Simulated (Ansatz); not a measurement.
This Ansatz (a quantum-chemistry and plane-wave program) input is the reference run, GaSb in the zinc blende structure (space group F-43m, No. 216), computed with PBEsol in Ansatz (plane waves to 420 eV, PAW, spin-orbit coupling left out):

Ansatz 0.2 input:
```yaml
crystal:
  lattice:
    - [0, 3.0557411065, 3.0557411065]
    - [3.0557411065, 0, 3.0557411065]
    - [3.0557411065, 3.0557411065, 0]
  atoms:
    - { symbol: Sb, position: [0.75, 0.75, 0.75] }
    - { symbol: Ga, position: [0, 0, 0] }
basis: { ecutwfc: 420, ecutrho_ratio: 4, xc_grid: 2, fft_grid_basis: typed }
kpoints: { mp_grid: { grid: [13, 13, 13] } }
hamiltonian:
  xc: pbesol
  dispersion: none
  pseudopotentials: { kind: paw }
scf: { occupations: { method: fermi_dirac, width: 0.05 }, convergence: { dr2_threshold: 0.0000000002 } }
output: { forces: true, stress: true }
checkpoint: { write: state.ck, write_every: 1000 }
```

Question: Write the input for this change: a free-standing slab of 1 layer (2 atoms, 2 a layer) is cut normal to [110], with 15 Å of vacuum and the in-plane cell held at bulk.

Answer: 
Ansatz 0.2 input:
```yaml
crystal:
  lattice:
    - [4.3214705159, 0, 0]
    - [0, 6.111482213, 0]
    - [0, 0, 15]
  atoms:
    - { symbol: Sb, position: [0.75, 0.5, 0.5] }
    - { symbol: Ga, position: [0.25, 0.25, 0.5] }
basis: { ecutwfc: 420, ecutrho_ratio: 4, xc_grid: 2, fft_grid_basis: typed }
kpoints: { mp_grid: { grid: [11, 8, 1] } }
hamiltonian:
  xc: pbesol
  dispersion: none
  pseudopotentials: { kind: paw }
scf: { occupations: { method: fermi_dirac, width: 0.05 }, convergence: { dr2_threshold: 0.0000000002 } }
relax: { f_tol: 0.01, max_steps: 50 }
output: { forces: true, stress: true }
checkpoint: { write: state.ck, write_every: 1000 }
```
This is the input that was run; other choices of cell and start would serve too.

No phonon test of stability was made. All final runs are without spin polarisation.
